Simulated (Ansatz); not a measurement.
An Ansatz (a program for electronic structure) run: HgS with a change (biaxial strain +1.21 %, plane normal [001], relaxed out of plane); PBE (Ansatz; PAW; 420 eV plane waves; scalar-relativistic without spin-orbit coupling).

Input:

Ansatz 0.2 input:
```yaml
crystal:
  lattice:
    - [4.5189456064, 0, 0]
    - [2.2594728032, 3.9135216934, 0]
    - [0, 0, 9.6991928071]
  atoms:
    - { symbol: Hg, position: [0.769214077, 0.230785923, 0.6666666667] }
    - { symbol: Hg, position: [0, 0.769214077, 0.3333333333] }
    - { symbol: Hg, position: [0.230785923, 0, 0] }
    - { symbol: S, position: [0.4468813001, 0.5531186999, 0.1666666667] }
    - { symbol: S, position: [0, 0.4468813001, 0.8333333333] }
    - { symbol: S, position: [0.5531186999, 0, 0.5] }
basis: { ecutwfc: 420, ecutrho_ratio: 4, xc_grid: 2, fft_grid_basis: typed }
kpoints: { mp_grid: { grid: [9, 9, 4] } }
hamiltonian:
  xc: pbe
  dispersion: none
  pseudopotentials: { kind: paw }
scf: { occupations: { method: fermi_dirac, width: 0.05 } }
relax: { f_tol: 0.005, max_steps: 50, cell: { stress_tol: 0.01, fix: [a, b, gamma] } }
output: { forces: true, stress: true }
checkpoint: { write: state.ck, write_every: 1000 }
```

Output (explanatory and most iteration lines left out):

```
Relaxation: its limit of steps is 50 (relax.max_steps)
Pseudopotential: Hg, paw, valence charge 20
Pseudopotential: S, paw, valence charge 6
Crystal: 6 atoms, lattice volume = 171.530 Å³
Basis set: ecut = 420 eV, 3327 PW (Γ), exchange–correlation on 64×64×144 points (8 copies of the dense FFT grid, shifted against one another)
Bands: 47, of which v1, the nominal top of the filled ones, is band 39 counted from 1 (38 counted from 0)
Symmetry: 6 space group operations
Space group: P3221 (ITA 154), of the structure as read, at distance tolerance 5.6e-5 Å
k-points: 43 of 324 (time reversal used)
Functional: x = pbe(κ = 0.804, μ = 0.2195149727645171), c = pbe(β = 0.06672455060314922)
SCF iter   1: F=—  HF=-44147.461952 eV  |F-HF|=—  |Δ(HF+E_count)|=         —  Δρ=1.29e-3  dr2=2.56e-3  ethr=1.77e-3  ⟨swp⟩=7.4  Hψ=8484  notcnv=0  defer=6
SCF iter   2: F=—  HF=-44147.463078 eV  |F-HF|=—  |Δ(HF+E_count)|=   1.13e-3  Δρ=6.76e-4  dr2=3.87e-4  ethr=3.28e-6  ⟨swp⟩=2.0  Hψ=3550  notcnv=0  defer=14
SCF 1 converged in 6 iterations: F = -44147.463833 eV  dr2 = 4.25e-8
relax step   1: F+E_penalty+E_count = -44147.46383269 eV  Δ(F+E_penalty+E_count) = +0.000e0 eV  max|allowed force component| = 1.258e-1 eV/Å  Δτ_max = 0.0000 Å  P = -0.544 GPa  Ω = 171.530 Å³  fix = [a, b, gamma]  reactions: a -0.554, b -0.554 GPa  (6 SCF iters, dr2 threshold 1.00e-7 eV, accepted)
[... steps on the carried basis left out ...]
relax step   5: F+E_penalty+E_count = -44147.46714064 eV  Δ(F+E_penalty+E_count) = +1.047e-5 eV  max|allowed force component| = 4.629e-4 eV/Å  Δτ_max = 0.0022 Å  P = -0.101 GPa  Ω = 172.051 Å³  energy of the carried Pulay correction = -8.750e-5 eV  fix = [a, b, gamma]  reactions: a -0.154, b -0.154 GPa  (5 SCF iters, dr2 threshold 4.80e-9 eV, accepted)
Crystal: 6 atoms, lattice volume = 172.051 Å³
SCF iter   1: F=—  HF=-44147.467069 eV  |F-HF|=—  |Δ(HF+E_count)|=         —  Δρ=4.52e-5  dr2=8.57e-8  ethr=5.01e-7  ⟨swp⟩=3.0  Hψ=13071  notcnv=0
SCF iter   2: F=—  HF=-44147.467203 eV  |F-HF|=—  |Δ(HF+E_count)|=   1.34e-4  Δρ=2.28e-5  dr2=2.25e-8  ethr=1.10e-10  ⟨swp⟩=2.8  Hψ=3278  notcnv=0
SCF 6 converged in 6 iterations: F = -44147.467233 eV  dr2 = 1.90e-12
SCF converged after 6 iterations
Free energy (F): -44147.467233 eV
Internal energy: -44147.467233 eV  (E = F + TS)
E sigma→0 (E₀):  -44147.467233 eV
Fermi energy:    7.005025 eV
--- Forces (eV/Å), atoms counted from 1 ---
  atom   1  Hg    -0.00023277     0.00040317    -0.00000000
  atom   2  Hg    -0.00023277    -0.00040317     0.00000000
  atom   3  Hg     0.00046553     0.00000000    -0.00000000
  atom   4  S      0.00006294    -0.00010901     0.00000000
  atom   5  S      0.00006294     0.00010901    -0.00000000
  atom   6  S     -0.00012587    -0.00000000     0.00000000
--- Stress (GPa, compression-positive) ---
       -0.155177       0.000000      -0.000000
        0.000000      -0.155177       0.000000
       -0.000000       0.000000       0.005737
  P = ⅓ Tr σ = -0.1015 GPa (-1.015 kbar)
--- Relaxed structure (5 steps of the walk, 5 accepted, 1 SCFs on fresh bases) ---
  cell:  # Å, volume = 172.0509 Å³
    - [4.51894560636393, 1.892216704190597e-96, -5.076694652084572e-19]
    - [2.259472803181965, 3.9135216934312376, -2.538347326042178e-19]
    - [-1.0896311782110932e-18, 2.689588966995122e-32, 9.728636382508977]
  atoms:
    - { symbol: Hg, position: [0.7734856506173629, 0.22651434938263723, 0.6666666666666667] }
    - { symbol: Hg, position: [5.559152626215563e-17, 0.7734856506173627, 0.3333333333333334] }
    - { symbol: Hg, position: [0.22651434938263715, -1.1081601252450595e-19, 7.365095657723673e-20] }
    - { symbol: S, position: [0.44179051927648694, 0.558209480723513, 0.16666666666666669] }
    - { symbol: S, position: [-2.755463803838438e-17, 0.441790519276487, 0.8333333333333334] }
    - { symbol: S, position: [0.558209480723513, -1.1081601252450595e-19, 0.5] }
```

With Hg present, leaving out spin-orbit coupling can change the band edges. Whether these cells are dynamically stable was not tested. The cell was made from HgS (space group P3_221, No. 154; made of chains) by this change: biaxial strain +1.21 %, plane normal [001], relaxed out of plane. No dispersion term is included, though the crystal is made of layers, chains or molecules, so its spacings can come out too wide.
